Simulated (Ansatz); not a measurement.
The starting structures come from a database of crystals and need not be the phases stable at ambient conditions.

 Where the default PAW files enter, the runs use the earlier of Ansatz's two default sets.

# Evanescent states of NaBH$_{4}$ (P4_2/nmc, not sure to be the ambient phase, 12 atoms a cell, 8.6 Å³ an atom) along the normal of (001)

Level of theory: r2SCAN (plane waves, PAW; Ansatz, a program for electronic structure).

No gap correction and no spin-orbit coupling; mid-gap values are interpolated between computed energies.

Energies count from the valence-band top; κ is the least over a 8×8 mesh across the current.

| E (eV) | κ (1/Å) | where |
|---|---|---|
| 0.15 | 0.323 | Γ |
| 0.47 | 0.467 | Γ |
| 0.78 | 0.521 | Γ |
| 1.08 | 0.543 | off Γ |
| 1.40 | 0.551 | off Γ |
| 1.71 | [?] | off Γ |
| 2.02 | [?] | off Γ |
| 2.33 | [?] | off Γ |
| 2.63 | [?] | off Γ |
| 2.94 | [?] | off Γ |
| 3.25 | [?] | off Γ |
| 3.56 | [?] | off Γ |
| 3.88 | [?] | off Γ |
| 4.18 | [?] | off Γ |
| 4.50 | [?] | off Γ |
| 4.80 | [?] | off Γ |
| 5.12 | [?] | off Γ |
| 5.42 | 0.380 | off Γ |
| 5.74 | 0.342 | off Γ |
| 6.04 | 0.297 | off Γ |
| 6.36 | 0.239 | off Γ |
| 6.67 | 0.156 | off Γ |

Q: Complete the blanks.

A: 
- 1.71, κ (1/Å): 0.555
- 2.02, κ (1/Å): 0.556
- 2.33, κ (1/Å): 0.554
- 2.63, κ (1/Å): 0.549
- 2.94, κ (1/Å): 0.541
- 3.25, κ (1/Å): 0.531
- 3.56, κ (1/Å): 0.519
- 3.88, κ (1/Å): 0.503
- 4.18, κ (1/Å): 0.485
- 4.50, κ (1/Å): 0.465
- 4.80, κ (1/Å): 0.440
- 5.12, κ (1/Å): 0.413
